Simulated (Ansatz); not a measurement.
PbTe: carrier doping

Base system: PbTe in the rock salt structure (space group Fm-3m, No. 225).

```yaml
crystal:
  lattice:
    - [0.00000, 3.26711, 3.26711]
    - [3.26711, 0.00000, 3.26711]
    - [3.26711, 3.26711, 0.00000]
  atoms:
    - { symbol: Te, position: [0.00000, 0.00000, 0.00000] }
    - { symbol: Pb, position: [0.50000, 0.50000, 0.50000] }
```

Carriers are added at fixed cell with a uniform background; the Fermi–Dirac width is that of 300 K.

Computed with Ansatz (a quantum-chemistry and plane-wave program), r2SCAN, PAW, cutoff 500 eV, without spin-orbit coupling.

Notes on the quantities. Fermi level from band edge: Fermi level relative to the doped band's edge (positive inside the band; to 0.05 eV).

```tsv
electron density (10^21 cm⁻³)	Fermi level from band edge (eV)
0.5	0.25
1.5	?
3	0.50
7	0.70
```

Problem. Fit E_F = C n^s, fitted as a line in log–log form (a parabolic band gives s = 2/3) to the rows shown and predict the withheld row.

Solution. Least squares on the printed values gives C = 0.33 eV, s = 0.39 (largest residual 0.00 eV); this predicts 0.38 eV, and the run gives 0.40 eV, in agreement.

Carriers are added with a uniform compensating background; total energy and stress of such cells depend on the potential's zero and are not compared; many-body gap narrowing is missing at this level. Stability against distortions was not tested.
